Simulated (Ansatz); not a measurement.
Take GaSe in the beta-GaS type structure (space group P6_3/mmc, No. 194; a = 3.705 Å, c = 15.508 Å; layered, stacked along the Cartesian z axis) as the base.

Structures relaxed with Ansatz (an electronic-structure program), PBEsol-D3(BJ), PAW, cutoff 420 eV, spin-orbit coupling left out, earlier PAW set.

Base:

Simulated powder pattern, Mo Kα, λ = 0.71073 Å (kinematic, ideal powder, no thermal factors, no anomalous dispersion; the 14 strongest lines at most, above 2 %, up to 2θ = 40°):

| 2θ (°) | I/Imax (%) | hkl |
|---|---|---|
| 10.52 | 57 | (004) |
| 12.72 | 82 | (100) |
| 14.98 | 100 | (103) |
| 16.53 | 27 | (104) |
| 18.34 | 35 | (105) |
| 22.12 | 75 | (110) |
| 22.48 | 91 | (107) |
| 24.55 | 36 | (114) |
| 26.82 | 20 | (203) |
| 31.74 | 32 | (207) |
| 35.03 | 17 | (213) |
| 38.81 | 12 | (300) |
| 39.03 | 31 | (217) |
| 39.18 | 13 | (1 1 12) |

It is then changed as follows: O takes the place of Se on all its sites; the structure is relaxed again.

After the change:

Simulated powder pattern, Mo Kα, λ = 0.71073 Å (kinematic, ideal powder, no thermal factors, no anomalous dispersion; the 14 strongest lines at most, above 2 %, up to 2θ = 40°):

| 2θ (°) | I/Imax (%) | hkl |
|---|---|---|
| 6.63 | 16 | (002) |
| 13.29 | 69 | (004) |
| 15.38 | 57 | (100) |
| 15.74 | 100 | (101) |
| 19.98 | 9.3 | (006) |
| 20.38 | 32 | (104) |
| 22.72 | 86 | (105) |
| 26.80 | 44 | (110) |
| 28.09 | 8.1 | (107) |
| 30.02 | 38 | (114) |
| 31.23 | 15 | (201) |
| 33.66 | 13 | (116) |
| 34.03 | 20 | (109) |
| 35.42 | 20 | (205) |

The indices refer to each structure's own conventional cell; one index is shown for lines that coincide.

Stability against distortions was not tested. As relaxed here, GaO is a hypothetical phase, not in the database extracts checked. The program warned that a D3 coordination switch lies within reach, so dispersion energies are less smooth here.
